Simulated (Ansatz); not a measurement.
Consider SiC in the zinc blende structure (space group F-43m, No. 216; a = 4.380 Å).

Calculations: Ansatz (an electronic-structure program) PBE, no spin-orbit coupling.

One change was made to it. Results:

| quantity | base | after |
|---|---|---|
| smallest direct gap | 4.53 eV | 4.57 eV |
| hole mass (degenerate bands, along [100]) | 0.36, 0.59, 0.59 mₑ (at Γ) | 0.38, 0.60, 0.60 mₑ (at Γ) |
| shortest interatomic distance | 1.896 Å | 1.872 Å |

Task: Which change produced these results?
A. pressure 9 GPa
B. pressure 22.5 GPa
C. pressure −1 GPa
D. pressure 4.5 GPa
E. pressure 30 GPa

Result: A, pressure 9 GPa. For comparison, the hole mass in the other runs: pressure −1 GPa gives 0.36, 0.59, 0.59 mₑ (at Γ); pressure 30 GPa gives 0.42, 0.60, 0.60 mₑ (at Γ); pressure 4.5 GPa gives 0.37, 0.60, 0.60 mₑ (at Γ); pressure 22.5 GPa gives 0.40, 0.60, 0.60 mₑ (at Γ).

Load acts through the strain it causes; cell and atoms are relaxed under it. Masses are band curvatures over ±0.01 Å⁻¹ around the edge. Whether these cells are dynamically stable was not tested. No other phases were tried under pressure.
